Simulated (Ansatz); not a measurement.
We consider InAs (model structure, started from the BN type, Pm-3n, No. 223, 12 atoms in the cell), described by r²SCAN (PAW; Ansatz, a first-principles code).

Run with plane-wave cutoff 560 eV, 6×6×6 k mesh, Fermi–Dirac smearing 0.01 eV, scalar-relativistic PAW data made under PBE.

Cell (relaxed with PBEsol):

InAs has the cubic space group Pm-3n (No. 223), Pearson symbol cP12. Conventional cell: a = b = c = 7.5024 Å, α = β = γ = 90.00°. In on 6c is coordinated by 4 As at 2.652 Å. As on 6d has 4 In at 2.652 Å. (Neighbours: up to the widest gap in distance over summed covalent radii, below 1.35, at either atom; cation-cation and far metal-metal contacts left out.)

Problem. Give the computed band gap.

Solution. 
- band gap: 0.17 eV

Note: the relaxation could raise the start's symmetry but not lower it, so the cell can be a saddle point; cell and atoms aren't relaxed at this level (pressure 0.4 GPa).

Spin–orbit coupling is not included.

Static lattice: no zero-point or thermal effects.

A model structure was made by putting elements into a prototype or built by hand; it is no filed structure, need not be a known phase, and can be a saddle point held by its symmetry.
